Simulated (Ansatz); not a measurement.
## Refining one setting for Ga2O3 (C2/m, 10 atoms in the cell)

```yaml
crystal:
  lattice:
    - [6.13041, -1.52135, 0.00000]
    - [6.13041, 1.52135, 0.00000]
    - [-1.38191, 0.00000, 5.64131]
  atoms:
    - { symbol: Ga, position: [0.34116, 0.34116, 0.68527] }
    - { symbol: Ga, position: [0.65884, 0.65884, 0.31473] }
    - { symbol: Ga, position: [0.90953, 0.90953, 0.20521] }
    - { symbol: Ga, position: [0.09047, 0.09047, 0.79479] }
    - { symbol: O, position: [0.50353, 0.50353, 0.74334] }
    - { symbol: O, position: [0.49647, 0.49647, 0.25666] }
    - { symbol: O, position: [0.82663, 0.82663, 0.43677] }
    - { symbol: O, position: [0.17337, 0.17337, 0.56323] }
    - { symbol: O, position: [0.16450, 0.16450, 0.10915] }
    - { symbol: O, position: [0.83550, 0.83550, 0.89085] }
```

Computed with PBE, PAW files (plane waves; Ansatz, a first-principles code).

The starting cell comes from a database of computed structures (which also holds hypothetical and non-ambient phases and stackings), without a prior relaxation at this level. Its lattice was rescaled by a random factor within 2.5 % of one. In the base run, with a pressure of about 8 GPa the cell is away from its equilibrium volume at this level. Ansatz's pressure includes its estimate of the finite-basis (Pulay) stress.

Held fixed: kpoints.mp_grid.grid = 7 7 4; hamiltonian.xc = pbe; hamiltonian.pseudopotentials = {kind: paw} (the program's default PAW files); scf.occupations.method = gaussian; scf.occupations.width = 0.0007 Ry.

ΔF is the free energy per atom less that of the last row (61.7 Ry).

The first pressure column holds Ansatz's estimate of the finite-basis (Pulay) stress, which hides part of the cutoff error; the other is without it.

```tsv
basis.ecutwfc	ΔF (meV/atom)	pressure (GPa)	largest force (eV/Å)	gap on the mesh (eV)	pressure at a fixed set of plane waves (GPa)	plane waves	iterations
12.5 Ry	14114.6	20.55	1.222	0.277	-675.58	519	10
15.4 Ry	4407.9	16.17	1.107	1.825	-272.46	725	9
18.4 Ry	1197.9	7.96	0.369	2.228	-91.39	945	8
21.7 Ry	268.7	7.92	0.207	2.300	-19.66	1215	10
24.6 Ry	(withheld)	7.78	0.184	2.341	-0.40	1483	10
27.9 Ry	(withheld)	7.75	0.178	2.354	5.85	1765	10
30.9 Ry	3.5	7.75	0.178	2.357	7.30	2045	10
35.6 Ry	1.07	7.75	0.178	2.358	7.70	2575	10
40.1 Ry	0.68	7.75	0.177	2.358	7.72	3035	10
46.3 Ry	0.40	7.74	0.177	2.358	7.73	3781	11
54 Ry	0.25	7.73	0.177	2.358	7.72	4753	11
61.7 Ry	0.00	7.73	0.177	2.358	7.71	5797	11
```

### Question
What belongs in the gaps?

### Answer

- 24.6 Ry, ΔF (meV/atom): 68.3
- 27.9 Ry, ΔF (meV/atom): 13.9

Keys are those of Ansatz 0.2.
